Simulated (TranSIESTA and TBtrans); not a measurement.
Run with TranSIESTA and TBtrans (open boundaries, self-consistent; PseudoDojo norm-conserving potentials, scalar-relativistic): PAO.BasisSize DZP, PAO.EnergyShift 0.15 eV, XC.Authors PBE, Mesh.Cutoff 200 Ry, ElectronicTemperature 300 K, TS.Voltage 0.0 eV, TBT.Elecs.Eta 0.001 eV, no spin polarisation.

Device: In chain with one Au atom in place of In. Leads: straight In chain, spacing 2.9 Å. Geometry: 3 atoms about the centre moved by SIESTA (PBE, DZP) to a largest force of 0.03 eV/Å, all others as built, motion along the axis alone.

Give the largest eigenchannel transmissions at the Fermi level (four at most) and the total.

0.97, 0.54, 0.54; total 2.06. The straight chain is held at its spacing; free chains may zigzag or dimerise. No spin-polarised start was tried, so a magnetic state, if there is one, is missed. Spin-orbit coupling, left out here, matters for the heavy atoms.
